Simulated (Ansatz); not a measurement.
## Worked example: self-consistent single point of Cu3Sn (I4mm, 4 atoms in the cell) in Ansatz

Method of the run: LDA (PW92), default PAW files made with PBE (plane waves; Ansatz, a quantum-chemistry and plane-wave program).

This input was run:

Ansatz 0.2 input:
```yaml
crystal:
  lattice:
    - [0.000000, 3.067610, 3.067610]
    - [3.067610, 0.000000, 3.067610]
    - [3.067610, 3.067610, 0.000000]
  atoms:
    - { symbol: Cu, position: [0.508150, 0.508150, 0.491850] }
    - { symbol: Cu, position: [0.750000, 0.750000, 0.750000] }
    - { symbol: Cu, position: [0.250000, 0.250000, 0.250000] }
    - { symbol: Sn, position: [0.000000, 0.000000, 0.000000] }
basis:
  ecutwfc: 420.0 eV
kpoints:
  mp_grid: { grid: [8, 8, 8] }
hamiltonian:
  xc: lda
  pseudopotentials: { kind: paw }
scf:
  occupations: { method: fermi_dirac, width: 0.1 eV }
output:
  forces: true
  eigenvalues: true
  stress: true
```

Output (repeated stretches shortened):

```
WARN ansatz: RAYON_NUM_THREADS=1 ignored (pool sized by the plan → 1); use --threads N
Pseudopotentials: kind: paw
Pseudopotential: Cu, paw, valence charge 19
Pseudopotential: Sn, paw, valence charge 14
Crystal: 4 atoms, lattice volume = 57.734 Å³
Basis set: ecut = 420 eV, 1139 PW (Γ)
Bands: 43, of which v1, the nominal top of the filled ones, is band 36 counted from 1 (35 counted from 0)
Symmetry: 8 space group operations
Space group: I4mm (ITA 107), of the structure as read, at distance tolerance 3.9e-5 Å
k-points: 59 of 512 (time reversal used)
PAW frozen core: Cu, regenerated for the run's functional, and the local potential with it
PAW frozen core: Sn, regenerated for the run's functional, and the local potential with it
Initial density: superposition of atomic densities (neutral atoms: chi_scale 0, normalization atom), corrected by the library's trained network
Initial wavefunctions: pseudopotential atomic-orbital guess
Eigensolver: davidson
Functional: x = slater, c = lda
SCF iter   1: F=—  HF=-25546.330185 eV  |F-HF|=—  |Δ(HF+E_count)|=         —  Δρ=1.78e-2  dr2=8.07e-2  ethr=1.77e-3  ⟨swp⟩=6.2  Hψ=9391  notcnv=0  defer=20
all-band conjugate gradients solve this SCF's bands
preconditioner: auto → Kerker (q_TF=auto, 2.824 Å⁻¹)
SCF iter   2: F=—  HF=-25546.310682 eV  |F-HF|=—  |Δ(HF+E_count)|=   1.95e-2  Δρ=3.55e-3  dr2=3.08e-3  ethr=1.14e-4  ⟨swp⟩=2.0  Hψ=4327  notcnv=0  defer=79
SCF iter   3: F=—  HF=-25546.309475 eV  |F-HF|=—  |Δ(HF+E_count)|=   1.21e-3  Δρ=2.67e-3  dr2=1.71e-3  ethr=4.34e-6  ⟨swp⟩=2.0  Hψ=3652  notcnv=0  defer=79
SCF iter   4: F=—  HF=-25546.308989 eV  |F-HF|=—  |Δ(HF+E_count)|=   4.86e-4  Δρ=3.28e-4  dr2=5.33e-5  ethr=2.40e-6  ⟨swp⟩=1.8  Hψ=2823  notcnv=0  defer=79
SCF iter   5: F=—  HF=-25546.308991 eV  |F-HF|=—  |Δ(HF+E_count)|=   2.35e-6  Δρ=1.95e-4  dr2=1.83e-5  ethr=7.51e-8  ⟨swp⟩=2.0  Hψ=3427  notcnv=0  defer=79
SCF iter   6: F=—  HF=-25546.308988 eV  |F-HF|=—  |Δ(HF+E_count)|=   2.68e-6  Δρ=1.57e-4  dr2=8.55e-6  ethr=2.57e-8  ⟨swp⟩=2.0  Hψ=4433  notcnv=0  defer=79
SCF iter   7: F=—  HF=-25546.308986 eV  |F-HF|=—  |Δ(HF+E_count)|=   2.44e-6  Δρ=2.56e-5  dr2=3.00e-7  ethr=1.20e-8  ⟨swp⟩=2.0  Hψ=4073  notcnv=0  defer=79
SCF iter   8: F=-25546.308986 eV  HF=-25546.308986 eV  |F-HF|=5.99e-8  |Δ(HF+E_count)|=   3.26e-7  Δρ=9.16e-6  dr2=6.57e-8  ethr=1.41e-10  ⟨swp⟩=8.4  Hψ=11543  notcnv=0
SCF 1 converged in 8 iterations: F = -25546.308986 eV  dr2 = 6.57e-8
SCF converged after 8 iterations
Free energy (F): -25546.308986 eV
Harris-Foulkes:  -25546.308986 eV  (|F-HF|=5.99e-8)
Internal energy: -25546.276554 eV  (E = F + TS)
E sigma→0 (E₀):  -25546.292770 eV
Entropy (-TS):   -0.032432 eV (-8.108 meV/atom)
Fermi energy:    15.702324 eV
--- Per-component energies (eV) ---
  E_band       = -1176.776351
  E_kinetic    = 1091.552397
  E_local      = -13802.096321  (includes V_loc(G=0)·N_el)
  E_nonlocal   = 1166.262864
  E_hartree    = 6273.171213
  E_xc         = -644.818341
  E_vxc        = -443.622379  (∫ρ·V_xc dr)
  E_paw        = -8787.924085  (= ΣΔE_a)
  E_vpaw       = -1735.229925  (= ΣTr[D̂ρ^β])
  E_aug_tail   = 0.000578  (compensation charges beyond the density's cutoff)
  E_ewald      = -10844.198738
  E_core_change = 1.773878  (= ΣΔE_core)
  E_smearing   = -0.032432  (= −TS)
  E_closure    = 0.000000  (closes the sum)
  Σ components = -25546.308986   (vs F -25546.308986, Δ=0.00e0)
--- Forces (eV/Å), atoms counted from 1 ---
  atom   1  Cu     0.00000000     0.00000000    -0.08418959
  atom   2  Cu     0.00000000    -0.00000000     0.03314938
  atom   3  Cu     0.00000000     0.00000000     0.03314938
  atom   4  Sn     0.00000000     0.00000000     0.01788975
  max |Σ_I F_I| component: 1.08e-6 eV/Å
--- Stress (GPa, compression-positive) ---
       -8.827390       0.000000       0.000000
        0.000000      -8.827390       0.000000
        0.000000      -0.000000      -8.827772
  P = ⅓ Tr σ = -8.8275 GPa (-88.275 kbar)
  The stress holds the Pulay correction. Without it, at fixed plane waves, as pw.x and ABINIT print it: P = -8.9215 GPa
--- Band table (eV; the first three rows and the last of 59) ---
  k-point 0: bands = ["-96.7083", "-96.7074", "-96.2846", "-54.5343", "-54.5343", "-54.5335", "-54.5290", "-54.5284", "-54.5284", "-54.1108", "-54.1104", "-54.1104", "-5.9275", "-5.9275", "-5.9275", "-5.8773", "-5.8772", "4.2418", "11.0063", [...]
  k-point 1: bands = ["-96.7082", "-96.7074", "-96.2846", "-54.5343", "-54.5342", "-54.5334", "-54.5291", "-54.5286", "-54.5285", "-54.1108", "-54.1104", "-54.1104", "-5.9275", "-5.9262", "-5.9261", "-5.8769", "-5.8768", "4.4275", "10.8352", [...]
  k-point 2: bands = ["-96.7081", "-96.7075", "-96.2846", "-54.5340", "-54.5339", "-54.5329", "-54.5296", "-54.5289", "-54.5288", "-54.1108", "-54.1104", "-54.1103", "-5.9276", "-5.9231", "-5.9231", "-5.8758", "-5.8756", "4.9688", "10.2212", [...]
  k-point 58: bands = ["-96.7080", "-96.7076", "-96.2847", "-54.5354", "-54.5354", "-54.5345", "-54.5277", "-54.5277", "-54.5276", "-54.1114", "-54.1101", "-54.1101", "-5.9401", "-5.9087", "-5.9087", "-5.8866", "-5.8657", "7.0368", "8.8908", [...]
```

The run converged in 8 iterations.

The starting cell comes from a database of computed structures (which also holds hypothetical and non-ambient phases and stackings), without a prior relaxation at this level. Its lattice was rescaled by up to half a per cent. One atom was moved a little off its site on purpose. Spin polarisation is off. With a pressure of about -9 GPa the cell is away from its equilibrium volume at this level. Ansatz's pressure includes its estimate of the finite-basis (Pulay) stress.
